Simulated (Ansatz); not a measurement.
## A constructed model of the (100) surface of fcc Pt, a pseudomorphic layer of Ni in the host's stacking (bottom of the slab: a bare face, its two planes held)

Method: PBE (plane waves to 420 eV, PAW; Ansatz, an electronic-structure program).

Slab: 7 atoms, 11.8 Å thick at the start; k 13x13x1, smearing 0.1 eV, dipole-corrected; 2 atoms held, the rest relaxed; symmetry of the start imposed; spin-polarised, ending with about 1.4 μB a cell; orders that need a larger cell were not tried, no spin-orbit, no U. It is one candidate, not shown to be the stable structure of the face.

```json
{
  "work_function_of_the_top_face": "4.64 eV",
  "energy_released_by_relaxation": "0.17 eV",
  "magnetic_moment_of_the_cell": "1.41 μB",
  "cost": "very roughly 5 core-minutes"
}
```
